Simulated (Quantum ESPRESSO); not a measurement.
Quantum ESPRESSO 7.5, DFT, PBE, plane waves, SSSP 1.1.2 efficiency PBE: bcc W, atoms displaced, 4 atoms. Basis and mesh were picked for this test and aren't claimed converged.

```json
{
 "cell": "6.33, 3.17, 3.17 Å; 90, 90, 90°",
 "distance_to_the_nearest_atom": "2.69 to 2.72 Å",
 "task": "scf",
 "k mesh": "3×6×6",
 "ecutwfc": "45 Ry",
 "ecutrho": "360 Ry",
 "occupations": "smearing",
 "smearing": "mv",
 "degauss": "0.02 Ry",
 "conv_thr": "4e-09 Ry",
 "tprnfor": "true",
 "tstress": "false",
 "k-point pools (-nk)": "8",
 "diagonalization": "david (default)",
 "k-points computed": "56",
 "bands": "34",
 "electrons": "56",
 "G-vectors of the density": "49449",
 "FFT grid": "75×40×40"
}
```

One run each.

All on 8 ranks. Base settings, kept where nothing else is said: mixing_mode = plain (default), mixing_beta = 0.7 (default), mixing_ndim = 8 (default). The settings tried:
- mixing_mode = local-TF
- mixing_mode = local-TF, mixing_beta = 0.2
- mixing_mode = TF, mixing_beta = 0.2
- mixing_ndim = 2
- mixing_ndim = 4
- mixing_mode = TF
- mixing_beta = 0.2
- mixing_mode = TF, mixing_beta = 0.4
- mixing_beta = 1
- mixing_ndim = 16
- mixing_mode = TF, mixing_beta = 0.1
- mixing_beta = 0.4
- mixing_beta = 0.1
- the base settings
- mixing_mode = local-TF, mixing_beta = 0.1
- mixing_mode = local-TF, mixing_beta = 0.4
- mixing_mode = TF, mixing_beta = 1

**Question.** Which settings need the fewest SCF iterations, which the most, and do any fail to converge?

**Answer.** Fewest SCF iterations, with those close behind: mixing_mode = TF, mixing_beta = 1 (8); mixing_mode = local-TF, mixing_beta = 0.4 (8); mixing_mode = TF (9); mixing_mode = local-TF (10); the base settings (11); mixing_ndim = 4 (11); mixing_ndim = 16 (11). Most among those that reach the base run's result: mixing_mode = local-TF, mixing_beta = 0.1 (20). No convergence: mixing_ndim = 2 (not converged after the 100 iterations allowed).

| setting | SCF iterations | end |
|---|---|---|
| mixing_mode = TF, mixing_beta = 1 | 8 | converged |
| mixing_mode = local-TF, mixing_beta = 0.4 | 8 | converged |
| mixing_mode = TF | 9 | converged |
| mixing_mode = local-TF | 10 | converged |
| the base settings | 11 | converged |
| mixing_ndim = 4 | 11 | converged |
| mixing_ndim = 16 | 11 | converged |
| mixing_beta = 1 | 12 | converged |
| mixing_mode = TF, mixing_beta = 0.4 | 12 | converged |
| mixing_mode = local-TF, mixing_beta = 0.2 | 12 | converged |
| mixing_beta = 0.2 | 13 | converged |
| mixing_beta = 0.4 | 13 | converged |
| mixing_mode = TF, mixing_beta = 0.2 | 14 | converged |
| mixing_beta = 0.1 | 15 | converged |
| mixing_mode = TF, mixing_beta = 0.1 | 16 | converged |
| mixing_mode = local-TF, mixing_beta = 0.1 | 20 | converged |
| mixing_ndim = 2 | 100 | not converged |
